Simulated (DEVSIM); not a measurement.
System: Schottky contact on p-type In0.53Ga0.47As, at 300 K.

| layer (left to right) | material | thickness (μm) | Na (cm⁻³) | τn (s) | τp (s) |
|---|---|---|---|---|---|
| 1 | In0.53Ga0.47As | 2.10 | 8.1e16 | 1.6e-9 | 1.6e-9 |
| 2 | In0.53Ga0.47As | 6.10 | 6.3e17 | 1.6e-9 | 1.6e-9 |

Left contact: Schottky, work function 4.84 eV, emission velocity 9.2e6 cm/s. Right contact: ohmic. Voltage is applied to the left contact. Recombination: SRH at mid-gap, Auger. Mobility is constant in doping.

This is a model device: material constants are rounded textbook-type values typed into the input, and sizes, dopings and lifetimes were drawn at random. Values at 300 K.

| parameter | In0.53Ga0.47As |
|---|---|
| gap (eV) | 0.74 |
| affinity (eV) | 4.51 |
| permittivity | 13.9 |
| Nc (cm⁻³) | 2.1e17 |
| Nv (cm⁻³) | 7.7e18 |
| μn (cm²/Vs) | 12000 |
| μp (cm²/Vs) | 300 |
| Cn (cm⁶/s) | 5e-29 |
| Cp (cm⁶/s) | 5e-29 |

Simulated with DEVSIM: 1D drift-diffusion, Boltzmann statistics, complete ionisation; no tunnelling, impact ionisation, image-force lowering or self-heating. Metal contacts follow the ideal Schottky-Mott rule: no Fermi-level pinning, no interface dipoles.

Give the dark forward current.


| V (V) | J (A/cm²) |
|---|---|
| -0.05 | -5.7 |
| -0.10 | -39 |
| -0.15 | -180 |
| -0.20 | -480 |
| -0.25 | -920 |
| -0.30 | -1400 |
| -0.35 | -2000 |
| -0.40 | -2600 |
